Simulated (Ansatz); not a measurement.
An Ansatz (an electronic-structure program) input (plane-wave PAW DFT at the PBEsol level (Ansatz, 420 eV), no spin-orbit coupling):

Ansatz 0.2 input:
```yaml
crystal:
  lattice:
    - [0, 2.6771703142, 2.6771703142]
    - [2.6771703142, 0, 2.6771703142]
    - [2.6771703142, 2.6771703142, 0]
  atoms:
    - { symbol: Ir, position: [0, 0, 0] }
    - { symbol: Sn, position: [0.5, 0.5, 0.5] }
basis: { ecutwfc: 420, ecutrho_ratio: 4, xc_grid: 2, fft_grid_basis: typed }
kpoints: { mp_grid: { grid: [15, 15, 15] } }
hamiltonian:
  xc: pbesol
  dispersion: none
  pseudopotentials: { kind: paw }
scf: { occupations: { method: fermi_dirac, width: 0.05 }, convergence: { dr2_threshold: 0.0000000002 } }
output: { forces: true, stress: true }
checkpoint: { write: state.ck, write_every: 1000 }
```

Problem. Which symmetry and how many k-points will the program report, and about how many plane waves at Γ?

Solution. Space group Fm-3m (ITA 225) with 48 operations, k-points 120 of 3375, and 749 plane waves at Γ.

No phonon test of stability was made. All final runs are without spin polarisation. The cell was made from SnTe by this change: Te → Ir; the result is a hypothetical phase, not in the database extracts checked.
